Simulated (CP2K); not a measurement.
CP2K run on SnTe (Fm-3m, 2 atoms in the cell): self-consistent single point.

Method of the run: PBE, GPW, DZVP-MOLOPT-SR-GTH basis, GTH-PBE potentials (GTH_POTENTIALS) (CP2K 2026.2).

The change in words: lattice scaled by 0.98. Reference geometry:
```yaml
crystal:
  lattice:
    - [4.41802, 0.00000, 0.00000]
    - [2.20901, 3.82612, 0.00000]
    - [2.20901, 1.27537, 3.60730]
  atoms:
    - { symbol: Sn, position: [0.00000, 0.00000, 0.00000] }
    - { symbol: Te, position: [0.50000, 0.50000, 0.50000] }
```

Reference input (self-consistent single point, DFT PBE, GPW, DZVP-MOLOPT-SR-GTH basis, GTH-PBE potentials (GTH_POTENTIALS)): CUTOFF = 400 Ry; REL_CUTOFF = 50 Ry; SMEAR/METHOD = GAUSSIAN; SIGMA = 0.136 eV; KPOINTS/SCHEME = MONKHORST-PACK 6 6 6; GAMMA_CENTERED = T; XC_FUNCTIONAL = PBE; Sn/BASIS_SET = DZVP-MOLOPT-SR-GTH; Sn/POTENTIAL = GTH-PBE-q4; Te/BASIS_SET = DZVP-MOLOPT-SR-GTH; Te/POTENTIAL = GTH-PBE-q6; METHOD = GPW. This run's input differs from it in these lines:

```diff
@@ -63,5 +63,5 @@
     &CELL
-      A 4.41801700 0.00000000 0.00000000
-      B 2.20900900 3.82611500 0.00000000
-      C 2.20900900 1.27537200 3.60729600
+      A 4.32965700 0.00000000 0.00000000
+      B 2.16482900 3.74959300 0.00000000
+      C 2.16482900 1.24986400 3.53515000
       PERIODIC XYZ
```

Output, abridged:

```
 SCF WAVEFUNCTION OPTIMIZATION

  Step     Update method      Time    Convergence         Total energy    Change
     1 NoMix/Diag. 0.20E+00      -     0.26464862       -11.7961807555 -1.18E+01
     2 Broy./Diag. 0.20E+00      -     0.02045592       -11.6393813552  1.57E-01
     3 Broy./Diag. 0.20E+00      -     0.04479643       -11.6565327543 -1.72E-02
     4 Broy./Diag. 0.20E+00      -     0.00344311       -11.6757560868 -1.92E-02
     5 Broy./Diag. 0.20E+00      -     0.00097406       -11.6648260329  1.09E-02
     6 Broy./Diag. 0.20E+00      -     0.00005982       -11.6650914500 -2.65E-04
     7 Broy./Diag. 0.20E+00      -     0.00012205       -11.6656424721 -5.51E-04
     8 Broy./Diag. 0.20E+00      -     0.00000220       -11.6656879316 -4.55E-05
     9 Broy./Diag. 0.20E+00      -     0.00000564       -11.6657417547 -5.38E-05
    10 Broy./Diag. 0.20E+00      -     0.00000002       -11.6657455857 -3.83E-06
  *** SCF run converged in    10 steps ***

  Overlap energy of the core charge distribution:               0.00000000010361
  Self energy of the core charge distribution:                -25.12194509279122
  Core Hamiltonian energy:                                      5.30337092494770
  Hartree energy:                                              11.03419876577617
  Exchange-correlation energy:                                 -2.88126509049790
  Smearing free energy correction:                             -0.00010509322555
  Fermi energy:                                                 0.22270851978570

  Total energy:                                               -11.66574558565642
  Total energy (extrapolated to sigma->0):                    -11.66569303904364

                     Mulliken Population Analysis

   [... lines left out ...]

 STRESS| Analytical stress tensor [bar]
 STRESS|                        x                   y                   z
 STRESS|      x        8.68975583391E+04   1.28828158398E-02   9.10945597152E-03
 STRESS|      y        1.28828158398E-02   8.68975949301E+04   2.71511953910E-02
 STRESS|      z        9.10945597152E-03   2.71511953910E-02   8.68975919699E+04
 STRESS| 1/3 Trace                                             8.68975817464E+04
```

The run converged in 10 iterations. Against the reference run the free energy goes up by 72.9 meV/atom and the pressure goes from 4.57 to 8.69 GPa.

The starting cell comes from a database of computed structures (which also holds hypothetical and non-ambient phases and stackings), without a prior relaxation at this level. Its lattice was rescaled by a random factor within 2.5 % of one. For this run, on top of that: lattice scaled by 0.98. Values carry the incompleteness of an atom-centred basis. With a pressure of about 9 GPa the cell is away from its equilibrium volume at this level. The run gives no clean gap (levels at the Fermi energy touch, overlap or are partly filled at this smearing), which alone does not show that the compound is a metal.

Cost on one core of a shared machine: roughly 30 s.
